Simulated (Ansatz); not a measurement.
CdS: response to strain

Consider CdS in the wurtzite structure (space group P6_3mc, No. 186).

Space group P6₃mc (No. 186); a = b = 4.1962 Å, c = 6.8295 Å, α = β = 90.00°, γ = 120.00°

```json
[
 {"atom": "Cd", "site": "2b", "symmetry": "3m.", "x": "0.6667", "y": "0.3333", "z": "0.4998"},
 {"atom": "S", "site": "2b", "symmetry": "3m.", "x": "0.6667", "y": "0.3333", "z": "0.1232"}
]
```

Strains are applied to the cell and any free atomic positions relax.

Calculations: PBE, PAW, 420 eV (Ansatz, a quantum-chemistry and plane-wave program; scalar-relativistic without spin-orbit coupling).

Notes on the quantities. pressure: mean of the normal stresses, compression positive.

| isotropic strain (%) | pressure (GPa) |
|---|---|
| -3 | 6.0 |
| -2.4 | 4.6 |
| -1.8 | ? |
| -1.2 | 2.1 |
| -0.6 | 1.0 |
| 0 | 0.0 |

Question: Fit P = P₀ − Bδ + Cδ² with δ = (1 + ε)³ − 1 to the rows shown and predict the withheld row.

Answer: Least squares on the printed values gives P₀ = 0.0 GPa, B = 52.3 GPa (at held cell shape), C = 187 GPa (largest residual 0.0 GPa); this predicts 3.3 GPa, and the run gives 3.3 GPa, in agreement.

No phonon test of stability was made.
